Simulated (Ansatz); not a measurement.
Results of PBE0 in Ansatz (plane waves, PAW) for RbCdF3 (Pm-3m, No. 221, 5 atoms in the cell; start mp-6951).

Numerical settings: plane-wave cutoff 460 eV, 6×6×6 k mesh, Fermi–Dirac smearing 0.01 eV, scalar-relativistic PAW data made under PBE.

Cell (relaxed with PBEsol):

```
CdRbF3
1.0
    4.41106     0.00000     0.00000
    0.00000     4.41106     0.00000
    0.00000     0.00000     4.41106
Rb Cd F
1 1 3
Direct
  0.00000   0.00000   0.00000
  0.50000   0.50000   0.50000
  0.00000   0.50000   0.50000
  0.50000   0.00000   0.50000
  0.50000   0.50000   0.00000
```

### Question
What does this level give for the band gap and smallest direct gap on the k points sampled?

### Answer

- band gap = 5.98 eV (on the SCF k mesh)
- smallest direct gap on the k points sampled = 7.78 eV

Note: cell and atoms aren't relaxed at this level (pressure 1.4 GPa).

Spin–orbit coupling is not included.

Static lattice: no zero-point or thermal effects.

It cost roughly 2.4 core-minutes of CPU time.

A start named mp-… is a Materials Project structure, which need not be a measured phase.

Ansatz is a quantum-chemistry and plane-wave program.
